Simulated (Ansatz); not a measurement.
Input:

```xyz
2
Lattice="0.0000 2.7153 2.7153 2.7153 0.0000 2.7153 2.7153 2.7153 0.0000" Properties=species:S:1:pos:R:3 pbc="T T T"
Cl     0.0000     0.0000     0.0000
Na     2.7153     2.7153     2.7153
```

No spin polarisation.

Computed with PBEsol (Ansatz, a quantum-chemistry and plane-wave program), spin-orbit coupling left out, earlier PAW set. Settings: 10×10×10 k-points, 0.05 eV Fermi–Dirac smearing.

### Question
Predict the electron mass and band gap.

### Answer
The electron mass is 0.38 mₑ (at Γ). The band gap is 5.39 eV.

Load acts through the strain it causes; cell and atoms are relaxed under it. Masses are band curvatures over ±0.01 Å⁻¹ around the edge. Stability against distortions was not tested. The cell was made from NaCl in the rock salt structure (space group Fm-3m, No. 225) by this change: pressure 3 GPa.
